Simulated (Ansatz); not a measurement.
A computed series for CuAu: pressure series

Take CuAu (space group P4/mmm, No. 123; a = 2.8226 Å, c = 3.5689 Å) as the base.

Cell and atoms are relaxed at each pressure.

The values are results of plane-wave PAW DFT at the PBEsol level (Ansatz, a program for electronic structure, 420 eV), no spin-orbit coupling, not measurements.

```tsv
change	volume per atom	c/a ratio
base	14.22 Å³	1.264
pressure −2 GPa	14.39 Å³	1.268
pressure −1 GPa	14.30 Å³	1.264
pressure 0.9 GPa	14.14 Å³	1.263
pressure 2.1 GPa	14.05 Å³	1.261
pressure 4.5 GPa	13.87 Å³	1.256
pressure 9 GPa	13.57 Å³	1.248
pressure 15 GPa	13.22 Å³	1.236
pressure 22.5 GPa	12.85 Å³	1.227
pressure 30 GPa	12.54 Å³	1.220
```

Load acts through the strain it causes; cell and atoms are relaxed under it. Whether these cells are dynamically stable was not tested. Competing high-pressure phases were not computed. The final runs are not spin-polarised.
